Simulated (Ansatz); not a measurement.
The reference is CsSnI₃ in the cubic perovskite structure (space group Pm-3m, No. 221; a = 6.031 Å).

All numbers come from LDA, PAW, 420 eV (Ansatz, an electronic-structure program; without spin-orbit coupling).

Before the change:

- Band gap: zero
- Pressure: 0.0 GPa

Now apply this change: every lattice vector is stretched by 2.40 %; the atoms relax in the strained cell.

### Question
How does this affect the band gap, energy relative to the base and pressure?

### Answer
The band gap goes from zero to 0.24 eV; the energy grows by 14 meV/atom; the pressure goes from zero to -1.3 GPa.

With I present, leaving out spin-orbit coupling can change the band edges. Stability against distortions was not tested. All final runs are without spin polarisation. Many cubic perovskites are stable only at high temperature; tilts and polar distortions were not tested. The zero or small gap of CsSnI3 can change with the level of theory.
